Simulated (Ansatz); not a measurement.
Take PtSe2 in the CdI2 type structure (space group P-3m1, No. 164; layered, stacked along the Cartesian z axis; relaxed with 0.1 eV smearing) as the base.

```
PtSe2
1.0
    3.73518     0.00000     0.00000
   -1.86759     3.23476     0.00000
    0.00000     0.00000     5.20727
Pt Se
1 2
Direct
  0.00000   0.00000   0.00000
  0.66667   0.33333   0.24886
  0.33333   0.66667   0.75114
```

Level of theory: r2SCAN+rVV10/PAW in Ansatz (a first-principles code), without spin-orbit coupling.

Base values:

- Pressure = 0.0 GPa
- Band gap = zero

It is then changed as follows: every lattice vector is stretched by 2.69 %; the atoms relax in the strained cell.

Question: What does the calculation give for the largest internal atomic displacement, energy relative to the base, pressure and band gap after the change?

Answer: The largest internal atomic displacement comes out as 0.078 Å; the energy rises by 27 meV/atom; the pressure (mean of the normal stresses, compression positive) goes from zero to -4.7 GPa; the band gap is still zero.

With Pt present, leaving out spin-orbit coupling can change the band edges. Stability against distortions was not tested. All final runs are without spin polarisation. The zero or small gap of PtSe2 can change with the level of theory.
